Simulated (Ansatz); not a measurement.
## Pressure series in BeTe

Take BeTe in the zinc blende structure (space group F-43m, No. 216) as the base.

```yaml
crystal:
  lattice:
    - [0.00000, 2.83176, 2.83176]
    - [2.83176, 0.00000, 2.83176]
    - [2.83176, 2.83176, 0.00000]
  atoms:
    - { symbol: Be, position: [0.00000, 0.00000, 0.00000] }
    - { symbol: Te, position: [0.25000, 0.25000, 0.25000] }
```

Cell and atoms are relaxed at each pressure.

Method: Ansatz (a quantum-chemistry and plane-wave program), PBE, PAW, cutoff 420 eV, scalar-relativistic without spin-orbit coupling.

Candidates:
(a) pressure 4.5 GPa
(b) pressure 22.5 GPa
(c) pressure −1 GPa
(d) pressure 9 GPa

Before the change:

- Band gap = 2.03 eV

Problem. Order them by band gap, highest first.

Solution. (c) pressure −1 GPa (2.07 eV), (a) pressure 4.5 GPa (1.86 eV), (d) pressure 9 GPa (1.71 eV), (b) pressure 22.5 GPa (1.33 eV)

With Te present, leaving out spin-orbit coupling can change the band edges. Load acts through the strain it causes; cell and atoms are relaxed under it. Stability against distortions was not tested. Competing high-pressure phases were not computed.
